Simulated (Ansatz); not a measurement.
**Sb, response to strain**

Consider Sb (space group R-3m, No. 166; a = 4.326 Å, c = 11.339 Å (hexagonal axes); layered; relaxed with 0.1 eV smearing). Axes: x lies along a and z along c of the hexagonal cell.

Strains are applied to the cell and any free atomic positions relax; under biaxial strain the out-of-plane vector relaxes too; under stress the whole cell relaxes.

The values are results of plane-wave PAW DFT at the r2SCAN+rVV10 level (Ansatz, a program for electronic structure, 500 eV), without spin-orbit coupling, not measurements.

Notes on the quantities. energy relative to the base: free energy F; pressure: mean of the normal stresses, compression positive.

| case | energy relative to the base | pressure | shortest interatomic distance | space group |
|---|---|---|---|---|
| base | 0 meV/atom | 0.0 GPa | 2.920 Å | R-3m (No. 166) |
| biaxial strain +4.68 %, plane normal [001], relaxed out of plane | +39 meV/atom | -2.8 GPa | 2.982 Å | R-3m (No. 166) |
| isotropic strain +0.43 % | +0.7 meV/atom | -0.5 GPa | 2.926 Å | R-3m (No. 166) |
| isotropic strain +0.47 % | +0.8 meV/atom | -0.6 GPa | 2.927 Å | R-3m (No. 166) |
| isotropic strain +2.83 % | +27 meV/atom | -3.0 GPa | 2.958 Å | R-3m (No. 166) |
| isotropic strain +3.51 % | +40 meV/atom | -3.5 GPa | 2.968 Å | R-3m (No. 166) |
| uniaxial stress, 1 GPa compression along z | +2.6 meV/atom | – | 2.926 Å | R-3m (No. 166) |
| tensor shear ε_xz = +0.30 % | +0.1 meV/atom | 0.0 GPa | 2.918 Å | P-1 (No. 2) |
| tensor shear ε_yz = +1.48 % | +2.9 meV/atom | 0.1 GPa | 2.910 Å | C2/m (No. 12) |

Stability under load was not tested beyond the relaxation.
